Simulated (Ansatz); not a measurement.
**AgO (P2₁/c, No. 14, 8 atoms in the cell; start mp-1079720)**

Level of theory: r²SCAN+rVV10 (Ansatz, an electronic-structure program, plane waves, PAW).

Settings: plane-wave cutoff 500 eV, 8×12×8 k mesh (along the axes of the cell as run), Fermi–Dirac smearing 0.05 eV, no spin polarisation, scalar-relativistic PAW data made under PBE.

Cell (relaxed at this level):

```yaml
crystal:
  lattice:
    - [5.77258, 0.00000, 0.01061]
    - [0.00000, 3.46678, 0.00000]
    - [-1.62904, 0.00000, 5.26937]
  atoms:
    - { symbol: Ag, position: [0.00000, 0.50000, 0.50000] }
    - { symbol: Ag, position: [0.00000, 0.00000, 0.00000] }
    - { symbol: Ag, position: [0.50000, 0.50000, 0.00000] }
    - { symbol: Ag, position: [0.50000, 0.00000, 0.50000] }
    - { symbol: O, position: [0.70921, 0.15874, 0.27799] }
    - { symbol: O, position: [0.29079, 0.84126, 0.72201] }
    - { symbol: O, position: [0.29079, 0.65874, 0.22201] }
    - { symbol: O, position: [0.70921, 0.34126, 0.77799] }
```

```
Item                                                  Result
--------  --------------------------------------------------
band gap  0.11 eV (under three smearing widths, so not firm)
```

Note: the relaxation could not lower the start's symmetry, so the cell can be a saddle point above a distorted one.

Spin–orbit coupling is not included.

Computing time: about 11 core-minutes (a rough figure).

A start named mp-… is a Materials Project structure, which need not be a measured phase.
